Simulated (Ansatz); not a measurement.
## Sensitivity of a calculation on Si3N4 (P1, 14 atoms in the cell) to its settings

```xyz
14
Lattice="7.6045 0.0000 0.0000 -3.8023 6.5857 0.0000 0.0000 0.0000 2.9052" Properties=species:S:1:pos:R:3 pbc="T T T"
Si    -1.3792     5.4692     2.1605
Si     5.1372     1.1009     0.7200
Si     2.1607     1.4833     0.6568
Si     1.5692     5.0218     2.1384
Si    -0.2288     2.5801     2.1592
Si     4.0479     3.9826     0.6967
N     -0.0527     4.3761     2.1448
N      3.8704     2.2130     0.6783
N      4.7744     4.4552     2.2303
N     -0.9954     2.2337     0.7329
N     -1.3592     6.3508     0.7467
N      5.2165     0.1798     2.2184
N      1.4078     2.0403     2.2639
N      2.4472     4.6134     0.7895
```

Base run A: HSE06, PAW files made with PBE run with Ansatz (a quantum-chemistry and plane-wave program), self-consistent single point.

Its settings: basis.ecutwfc = 420 eV; kpoints.mp_grid.grid = 2 2 4; hamiltonian.xc = hse06; hamiltonian.pseudopotentials = {kind: paw} (the program's default PAW files); scf.occupations.method = fermi_dirac; scf.occupations.width = 0.01 eV.

The starting cell comes from a database of computed structures (which also holds hypothetical and non-ambient phases and stackings), without a prior relaxation at this level. Its atoms were displaced at random from the sites of space group no. 176. In the base run, forces exceed 1 eV/Å. Ansatz's pressure includes its estimate of the finite-basis (Pulay) stress.

ΔF is the free energy per atom less that of run A. A dash stands where there is no value to compare (another energy zero or no entropy term, no result, no spin, no clean gap, or a mesh too coarse for one). Absolute energies have different zeros for different potentials, functionals, Hubbard and dispersion terms and are not compared across them.

```csv
run,change,ΔF (meV/atom),pressure (GPa),largest force (eV/Å),gap on the mesh (eV)
A,base,0.00,2.02,5.890,5.204
B,hamiltonian.xc: hse06 → pbe0 [PBE0],–,1.86,5.886,5.974
C,scf.convergence.dr2_threshold: default (1e-07 eV) → 1e-08 eV,0.00,2.02,5.890,5.204
D,scf.self_checks: default → high,0.00,2.02,5.890,5.204
E,scf.mixing.preconditioner: default (the program chose none) → kerker; scf.mixing.q_tf: default → 3,0.00,2.02,5.890,5.204
```

Run B against A: The pressure goes from 2.02 to 1.86 GPa, the largest force moves little (5.890 to 5.886 eV/Å) and the gap on the mesh goes from 5.204 to 5.974 eV.

Run D against A: The free energy hardly moves (within 1 meV/atom), the pressure stays at 2.02 GPa, the largest force stays at 5.890 eV/Å and the gap on the mesh stays at 5.204 eV.

Left out of this page: 1 run of the series held back from this collection.

Keys are those of Ansatz 0.2.
